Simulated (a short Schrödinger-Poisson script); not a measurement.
Stack: gated Al0.33Ga0.67As/GaAs modulation-doped gas in a quantum well, at 20 K.

```
layer        material  thickness (nm)  Nd (cm⁻³)  Na (cm⁻³)
-----  --------------  --------------  ---------  ---------
1      Al0.33Ga0.67As              15          -          -
2      Al0.33Ga0.67As              40     1.7e18          -
3      Al0.33Ga0.67As              20          -          -
4                GaAs               8          -          -
5      Al0.33Ga0.67As            4000          -       4e15
```

The device is made up for the run: typed textbook-type constants, with dimensions and the other settings drawn at random. Al0.33Ga0.67As: permittivity 11.96, conduction-band edge (eV) 0.261, gap (eV) 1.836, electron mass (mₑ) 0.0944, Nv at 300 K (cm⁻³) 9e18. GaAs: permittivity 12.9, conduction-band edge (eV) 0, gap (eV) 1.424, Nv at 300 K (cm⁻³) 9e18.

Channel valleys (confinement mass, in-plane density-of-states mass, number): Γ 0.067, 0.067, 1. At the gate the conduction-band edge of layer 1 lies 1.01 eV − eVg above the Fermi level of the channel; the field vanishes at the back. Donor level 0.006 eV below the band edge. The barrier under the gate holds no holes. Gaps are held at their typed values at every temperature. Mesh 0.08 nm at interfaces.

From a short Schrödinger-Poisson script (our own, NumPy): 1D Poisson equation in equilibrium, electrons quantum, Hartree (BenDaniel-Duke, 40 states a valley, the channel's in-plane mass for all, wave functions free to enter the barrier), parabolic valleys, classical holes, donors ionised by Fermi statistics, acceptors fully, no traps, pinning or gate leakage.

The same stack at other levels of the model or other numerical settings:

```tsv
run	sheet density of all electrons at Vg = 0.5 V (cm⁻²)	sheet density of all electrons at Vg = -1.5 V (cm⁻²)	capacitance at Vg = 0.5 V (μF/cm²)	centroid of the channel electrons at Vg = 0.5 V (nm)	rough cost against the base
base	2.60e11	2.54e11	0.427	3.65	about 1
electrons treated as classical, Boltzmann	…	4.31e11	0.427	…	0.04
electrons treated as classical, Fermi-Dirac	…	3.19e11	0.427	2.62	0.1
mesh six times as coarse	2.59e11	2.53e11	0.427	3.64	0.2
one subband a valley	2.55e11	2.54e11	0.427	3.65	0.2
```

Task: Fill in the missing entries.

Result: 
- electrons treated as classical, Boltzmann, sheet density of all electrons at Vg = 0.5 V (cm⁻²): 4.47e11
- electrons treated as classical, Boltzmann, centroid of the channel electrons at Vg = 0.5 V (nm): 0.36
- electrons treated as classical, Fermi-Dirac, sheet density of all electrons at Vg = 0.5 V (cm⁻²): 3.33e11

The classical rows ignore confinement, and Boltzmann statistics overrate the density once the band edge passes the Fermi level.
